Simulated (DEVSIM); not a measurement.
System: Pt/SiON/p-InP capacitor, at 300 K.

Layer 1 from the left is SiON, thickness (nm) 12.0. Layer 2 from the left is InP, thickness (nm) 2400, Na (cm⁻³) 6.9e16.

Metal gate on the left, work function 5.6 eV. Fixed charge at the semiconductor interface 4.1e11 cm⁻² (in units of +e); interface traps 1e12 cm⁻² eV⁻¹, uniform in energy, neutral level at 0.5 of the gap above the valence band.

Constants are typed, rounded textbook-type inputs, not results; the design itself was drawn at random and stands for no fabricated device. Values at 300 K.

SiON: gap (eV) 7, affinity (eV) 1.4, permittivity 5.5. InP: gap (eV) 1.344, affinity (eV) 4.38, permittivity 12.5, Nc (cm⁻³) 5.7e17, Nv (cm⁻³) 1.1e19.

Model (solved in DEVSIM): 1D Poisson equation in equilibrium, Boltzmann statistics, complete ionisation; no quantum confinement or tunnelling. Metal contacts follow the ideal Schottky-Mott rule: no Fermi-level pinning, no interface dipoles.

**Question.** What does the simulation give for the minimum of the low-frequency capacitance, the flat-band voltage, the threshold voltage (band bending 2φF)?

**Answer.** minimum of the low-frequency capacitance 0.150 μF/cm²; flat-band voltage -0.37 V; threshold voltage (band bending 2φF) 1.66 V.
